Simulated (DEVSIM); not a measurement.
Device: Ti/SiON/SiO2/n-Si capacitor, at 300 K.

| layer (left to right) | material | thickness (nm) | Nd (cm⁻³) |
|---|---|---|---|
| 1 | SiON | 3.10 | - |
| 2 | SiO2 | 0.770 | - |
| 3 | Si | 430 | 1.8e18 |

Metal gate on the left, work function 4.33 eV. Fixed charge at the semiconductor interface 2.4e12 cm⁻² (in units of +e); no interface traps.

This is a model device: material constants are rounded textbook-type values typed into the input, and sizes, dopings and lifetimes were drawn at random. Values at 300 K; Nc and Nv go as T^1.5, mobilities as T to minus their exponent, the gap by Varshni's rule with the affinity fixed.

```
parameter         SiON  SiO2        Si
----------------  ----  ----  --------
gap (eV)             7     9     1.124
affinity (eV)      1.4   0.9      4.05
permittivity       5.5   3.9      11.7
Nc (cm⁻³)            -     -   2.86e19
Nv (cm⁻³)            -     -    3.1e19
Varshni α (eV/K)     -     -  0.000473
Varshni β (K)        -     -       636
```

Model (solved in DEVSIM): 1D Poisson equation in equilibrium, Boltzmann statistics, complete ionisation; no quantum confinement or tunnelling. Metal contacts follow the ideal Schottky-Mott rule: no Fermi-level pinning, no interface dipoles.

The temperature was swept, all else fixed.

| temperature (K) | threshold voltage (band bending 2φF) (V) | minimum of the low-frequency capacitance (μF/cm²) | flat-band voltage (V) |
|---|---|---|---|
| 250 | ___ | ___ | -0.10 |
| 300 | -1.75 | 0.313 | -0.12 |
| 350 | -1.71 | 0.324 | -0.14 |
| 400 | -1.65 | 0.337 | -0.16 |
| 450 | -1.60 | 0.348 | -0.18 |
| 500 | -1.54 | 0.365 | -0.20 |

Q: Fill in the missing entries.

A: 
- 250, threshold voltage (band bending 2φF) (V): -1.80
- 250, minimum of the low-frequency capacitance (μF/cm²): 0.306
